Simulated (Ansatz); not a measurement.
Start from Mg in the hcp (Mg type) structure (space group P6_3/mmc, No. 194; a = 3.175 Å, c = 5.163 Å; relaxed with 0.1 eV smearing).

Computed with Ansatz (an electronic-structure program), PBEsol, PAW, cutoff 420 eV, scalar-relativistic without spin-orbit coupling.

Strains are applied to the cell and any free atomic positions relax.

One change was made to it. Results:

```json
[
 {"quantity": "pressure (mean of the normal stresses, compression positive)", "base": "0.0 GPa", "after": "-2.4 GPa"},
 {"quantity": "energy relative to the base (free energy F)", "base": "0 meV/atom", "after": "+14 meV/atom"},
 {"quantity": "band gap", "base": "zero", "after": "zero"}
]
```

Question: Which of these changes matches the shifts?
(A) isotropic strain +2.50 %
(B) isotropic strain −0.50 %
(C) isotropic strain +1.00 %

Answer: A, isotropic strain +2.50 %. For comparison, the energy relative to the base in the other runs: isotropic strain −0.50 % gives +0.6 meV/atom; isotropic strain +1.00 % gives +2.3 meV/atom.

No phonon test of stability was made.
